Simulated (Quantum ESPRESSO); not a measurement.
## Quick settings and what they miss: Zr₂O (Pn-3m, 6 atoms in the cell)

Self-consistent single point.

```
Zr2O
1.0
    4.75590     0.00000     0.00000
    0.00000     4.75590     0.00000
    0.00000     0.00000     4.75590
Zr O
4 2
Direct
  0.25000   0.25000   0.75000
  0.25000   0.75000   0.25000
  0.75000   0.75000   0.75000
  0.75000   0.25000   0.25000
  0.00000   0.00000   0.00000
  0.50000   0.50000   0.50000
```

Level of theory: PBEsol, PseudoDojo standard norm-conserving (PBESOL) pseudopotentials (plane waves; Quantum ESPRESSO 7.5).

Base settings: ecutwfc = 85 Ry; occupations = smearing; smearing = marzari-vanderbilt; degauss = 0.0099958 Ry; potentials = {Zr: Zr.upf, O: O.upf}; K_POINTS = automatic 7 7 7 1 1 1; conv_thr = 1e-09 Ry.

Tight run (finer mesh or higher cutoff; not a proven limit): ecutwfc: 85 Ry → 119 Ry; conv_thr: 1e-09 Ry → 7.3e-11 Ry; K_POINTS: automatic 7 7 7 1 1 1 → automatic 10 10 10 1 1 1. It gave Fermi level (on the code's own zero) 13.48 eV; pressure 4.06 GPa.

Quick runs, as changes from the base:
- A: the base itself
- B: ecutwfc: 85 Ry → 42 Ry; conv_thr: 1e-09 Ry → 7.3e-06 Ry; K_POINTS: automatic 7 7 7 1 1 1 → automatic 8 8 8 1 1 1; potentials: PseudoDojo standard norm-conserving (LDA) [LDA (PW92)]
- C: ecutwfc: 85 Ry → 59 Ry; K_POINTS: automatic 7 7 7 1 1 1 → automatic 8 8 8 1 1 1
- D: ecutwfc: 85 Ry → 68 Ry; smearing: marzari-vanderbilt → methfessel-paxton; degauss: 0.0099958 Ry → 0.019992 Ry; K_POINTS: automatic 7 7 7 1 1 1 → automatic 2 2 2 1 1 1
- E: ecutwfc: 85 Ry → 51 Ry; K_POINTS: automatic 7 7 7 1 1 1 → automatic 1 1 1 1 1 1
- F: ecutwfc: 85 Ry → 59 Ry; conv_thr: 1e-09 Ry → 7.3e-05 Ry; K_POINTS: automatic 7 7 7 1 1 1 → automatic 4 4 4 1 1 1

Energies are extrapolated to zero smearing width, which holds to low order in the width alone (under cold and Methfessel-Paxton smearing the free energy itself is taken).

Dashes: energy of B, another energy zero; pressure of B, F, not trusted under this conv_thr with d or f elements; time of B, D, E, F, under 30 s.

† marks runs with another functional, U, potentials or spin treatment: their distance from the tight run is not a convergence error alone.

The count of work is k-points × plane waves × bands × iterations; it is no time. Core times come from one kind of shared machine and are given to one figure; runs under 30 s give none.

The starting cell comes from a database of computed structures (which also holds hypothetical and non-ambient phases and stackings), without a prior relaxation at this level. Its lattice was rescaled by a random factor within 2.5 % of one. In the base run, with a pressure of about 4 GPa the cell is away from its equilibrium volume at this level.

```tsv
run	energy less tight (meV/atom)	pressure less tight (GPa)	count of work / tight	core time / tight (rough)
A	0.7	0.00	0.35	0.4
B†	–	–	0.060	–
C	51.4	-3.42	0.18	0.2
D	37.7	-0.85	0.015	–
E	953.0	-10.75	0.011	–
F	64.8	–	0.023	–
```

Among the runs at the tight run's level, the energy misses run from 0.7 to 953.0 meV/atom.
